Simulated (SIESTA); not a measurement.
SIESTA run on Cs (Im-3m, 1 atom in the cell): self-consistent single point.

Method of the run: SIESTA with GGA PBEsol, numerical atomic orbitals DZP, PseudoDojo PBEsol standard norm-conserving potentials (rewritten from UPF to PSML).

```yaml
crystal:
  lattice:
    - [-3.03475, 3.03475, 3.03475]
    - [3.03475, -3.03475, 3.03475]
    - [3.03475, 3.03475, -3.03475]
  atoms:
    - { symbol: Cs, position: [0.00000, 0.00000, 0.00000] }
```

Reference input (self-consistent single point, DFT, GGA PBEsol, numerical atomic orbitals DZP, PseudoDojo PBEsol standard norm-conserving potentials (rewritten from UPF to PSML)): XC.functional = GGA; XC.authors = PBEsol; potentials = PseudoDojo PBEsol standard; PAO.BasisSize = DZP; PAO.EnergyShift = 0.005 Ry; MeshCutoff = 400 Ry; kgrid.MonkhorstPack = 8 8 8; OccupationFunction = MP; OccupationMPOrder = 0; ElectronicTemperature = 100 meV; MaxSCFIterations = 150; SCF.Mixer.Method = Broyden. This run's input differs from it in these lines:

```diff
@@ -26,5 +26,5 @@
 %block kgrid.MonkhorstPack
-    8   0   0  0.0
-    0   8   0  0.0
-    0   0   8  0.0
+    6   0   0  0.0
+    0   6   0  0.0
+    0   0   6  0.0
 %endblock kgrid.MonkhorstPack
@@ -32,3 +32,3 @@
 OccupationMPOrder            0
-ElectronicTemperature        100.0 meV
+ElectronicTemperature        50.0 meV
```

Output, abridged:

```
        iscf     Eharris(eV)        E_KS(eV)     FreeEng(eV)     dDmax    Ef(eV) dHmax(eV)
   scf:    1     -635.354855     -635.503608     -635.509800  0.268787 -2.340781  1.312604
   scf:    2     -635.535699     -635.520002     -635.526194  0.026444 -2.374822  0.891333
   scf:    3     -635.544188     -635.533454     -635.539646  0.052823 -2.446543  0.016853
   scf:    4     -635.533462     -635.533459     -635.539650  0.001098 -2.449201  0.004039
   scf:    5     -635.533460     -635.533459     -635.539651  0.000208 -2.450251  0.002839
   [... 5 lines left out ...]
   scf:   11     -635.533460     -635.533460     -635.539651  0.000020 -2.452426  0.000329
   scf:   12     -635.533460     -635.533460     -635.539651  0.000014 -2.452500  0.000245
   scf:   13     -635.533460     -635.533460     -635.539651  0.000011 -2.452552  0.000183
   scf:   14     -635.533460     -635.533460     -635.539651  0.000008 -2.452592  0.000138
SCF Convergence by DM+H criterion
max |DM_out - DM_in|         :     0.0000080207
max |H_out - H_in|      (eV) :     0.0001378805
SCF cycle converged after 14 iterations

Using DM_out to compute the final energy and forces

siesta: E_KS(eV) =             -635.5335

siesta: E_KS - E_eggbox =      -635.5335

siesta: Atomic forces (eV/Ang):
     1   -0.000000    0.000000   -0.000000
   Tot   -0.000000    0.000000   -0.000000
   Max    0.000000
   Res    0.000000    sqrt( Sum f_i^2 / 3N )
   Max    0.000000    constrained

Stress tensor Voigt[x,y,z,yz,xz,xy] (kbar):       -2.00       -2.00       -2.00        0.00        0.00        0.00
(Free)E + p*V (eV/cell)     -635.3998
Target enthalpy (eV/cell)     -635.5397

siesta: Program's energy decomposition (eV):
siesta: FreeEng =      -635.539651

siesta: Stress tensor (static) (eV/Ang**3):
siesta:    -0.001251    0.000000    0.000000
siesta:     0.000000   -0.001251    0.000000
siesta:     0.000000    0.000000   -0.001251

siesta: Cell volume =        111.796640 Ang**3

siesta: Pressure (static):
siesta:                Solid            Molecule  Units
siesta:           0.00001363          0.00001363  Ry/Bohr**3
siesta:           0.00125110          0.00125110  eV/Ang**3
siesta:           2.00448828          2.00448828  kBar
```

The run converged in 14 iterations. Against the reference run the free energy goes up by 14.2 meV/atom and the pressure hardly changes (0.19 to 0.20 GPa).

The starting cell has typed, rounded lattice constants, without a prior relaxation at this level. Its lattice was rescaled by up to half a per cent. Values carry the incompleteness of an atom-centred basis.
